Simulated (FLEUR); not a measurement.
FLEUR run on YbCuBi (P6_3mc, 6 atoms in the cell): self-consistent single point.

Computed with FLEUR with PBEsol, all-electron FLAPW (FLEUR), scalar-relativistic valence.

The change in words: lattice scaled by 0.98. Reference geometry:
```xyz
6
Lattice="4.6359 0.0000 0.0000 -2.3179 4.0148 0.0000 0.0000 0.0000 7.6028" Properties=species:S:1:pos:R:3 pbc="T T T"
Yb     0.0000     0.0000     3.7061
Yb     0.0000     0.0000     7.5075
Cu     0.0000     2.6765     2.4277
Cu     2.3179     1.3383     6.2291
Bi     2.3179     1.3383     1.6606
Bi     0.0000     2.6765     5.4620
```

Reference input (self-consistent single point, DFT, PBEsol, all-electron FLAPW (FLEUR), scalar-relativistic valence): Kmax = 4.1 1/bohr; GmaxXC = 12.3 1/bohr; xcFunctional = PBEs; jspins = 1; l_soc = F; mode = gauss; fermiSmearingEnergy = 0.00499791 Htr; mesh (inpgen div1-3) = 6 6 3; inpgen gamma flag = true; Gmax = 12.3 1/bohr; numbands = 0; maxIterBroyd = 15. This run's input differs from it in these lines:

```diff
@@ -3,5 +3,5 @@
 &input film=f /
-4.6358602723 -0.0000000632 0.0000000000
--2.3179300814 4.0147727958 0.0000000000
-0.0000000000 0.0000000000 7.6028100000
+4.5431434324 -0.0000003503 0.0000000000
+-2.2715714128 3.9344778007 0.0000000000
+0.0000000000 0.0000000000 7.4507540000
 1.8897261246
@@ -48,5 +48,5 @@
          <bravaisMatrix>
-            <row-1>    8.7605062665605793    -0.0000001194306911     0.0000000000000000</row-1>
-            <row-2>   -4.3802530298177844     7.5868210365566409     0.0000000000000000</row-2>
-            <row-3>    0.0000000000000000     0.0000000000000000    14.3672286773701252</row-3>
+            <row-1>    8.5852968320111938    -0.0000006619710614     0.0000000000000000</row-1>
+            <row-2>   -4.2926478426626913     7.4350854866415412     0.0000000000000000</row-2>
+            <row-3>    0.0000000000000000     0.0000000000000000    14.0798844817679480</row-3>
          </bravaisMatrix>
```

The program printed (abridged):

```
 Iteration:     1   Distance:      69.31286971 me/bohr^3
 Iteration:     2   Distance:      21.50011617 me/bohr^3
 Iteration:     3   Distance:      14.11716005 me/bohr^3
 Iteration:     4   Distance:       5.81342801 me/bohr^3
 Iteration:     5   Distance:       5.26014492 me/bohr^3
   [... 23 lines left out ...]
 Iteration:    29   Distance:       0.00001835 me/bohr^3
 Iteration:    30   Distance:       0.00001721 me/bohr^3
 Iteration:    31   Distance:       0.00001014 me/bohr^3
 Iteration:    32   Distance:       0.00000297 me/bohr^3
 Reset of history
 Run finished successfully
 Stop message:
   Structural relaxation: new displacements generated

[file out, last iteration]
             iter=     33
[...]
          total density-effective poten   -1.3091235334E+05
          total charge density-energy d   -1.4992384321E+03
 Updated energy parameters for spin:           1
[...]
 fermi energy and band-weighting factors:
   [... 7 lines left out ...]

[...]
FERMIE:
          first approx. to ef    (T=0)  :   0.346592 htr   (energy of the highest occ. eigenvalue)
          number of occ. states  (T=0)  :        699
          first approx. to seigv (T=0)  :  -6.202882 htr
          sum of weights of occ. states :  50.009259
          sum of semicore charge        :   0.000000 e
          fermi energy=   0.34616 har   work function=  -9.41956 ev
   [... lines left out ...]
          total moment                 =     0.00000
 Direct bandgap for spin            1 :    9.8068644484889944E-003  Htr
 ---->    free energy=                    -74602.3095573228 htr
   [... lines left out ...]
 TOTAL FORCE FOR ATOM TYPE=  1  X=  0.000   Y=  0.000   Z=  6.864
                       FX_TOT= 0.000000 FY_TOT= 0.000000 FZ_TOT= 0.000981
 TOTAL FORCE FOR ATOM TYPE=  2  X=  4.293   Y= -2.478   Z=  4.496
                       FX_TOT= 0.000000 FY_TOT= 0.000000 FZ_TOT=-0.002387
 TOTAL FORCE FOR ATOM TYPE=  3  X= -4.293   Y=  2.478   Z=  3.075
                       FX_TOT= 0.000000 FY_TOT= 0.000000 FZ_TOT= 0.001386
```

The run converged in 32 iterations. FLEUR gives forces in its relaxation mode, with a further iteration, so its stop message speaks of a relaxation. 

The starting cell comes from a database of computed structures (which also holds hypothetical and non-ambient phases and stackings), without a prior relaxation at this level. For this run, on top of that: lattice scaled by 0.98. Spin-orbit coupling is off. Spin polarisation is off. Values depend on the basis (sphere radii, cutoffs, local orbitals), which need not be converged. The log's line on a gap gives a spacing of levels on this mesh, which the program prints for metals too.

These are the values that this program gave, and no reference: the default basis lacks the next d shell.

Cost on one core of a shared machine: roughly 7 min.
